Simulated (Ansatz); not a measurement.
## Pressure series in MgSe

The parent structure is MgSe in the rock salt structure (space group Fm-3m, No. 225; a = 5.450 Å).

Cell and atoms are relaxed at each pressure.

Method: PBEsol/PAW in Ansatz (a quantum-chemistry and plane-wave program), no spin-orbit coupling.

```tsv
pressure (GPa)	volume per atom (Å³/atom)
-2	20.913
0	20.230
0.9	19.960
2.1	?
4.5	19.028
9	18.111
15	17.153
22.5	16.222
30	15.481
```

Q: Fit the third-order Birch–Murnaghan form P(V) = (3B₀/2)[(V₀/V)^(7/3) − (V₀/V)^(5/3)]·[1 + (3/4)(B₀′ − 4)((V₀/V)^(2/3) − 1)] (squares taken in P) to the rows shown and predict the withheld row.

A: Least squares on the printed values gives V₀ = 20.232 Å³/atom, B₀ = 64.8 GPa, B₀′ = 4.1; this predicts 19.625 Å³/atom, and the run gives 19.626 Å³/atom, in agreement.

Load acts through the strain it causes; cell and atoms are relaxed under it. Stability against distortions was not tested. No other phases were tried under pressure.
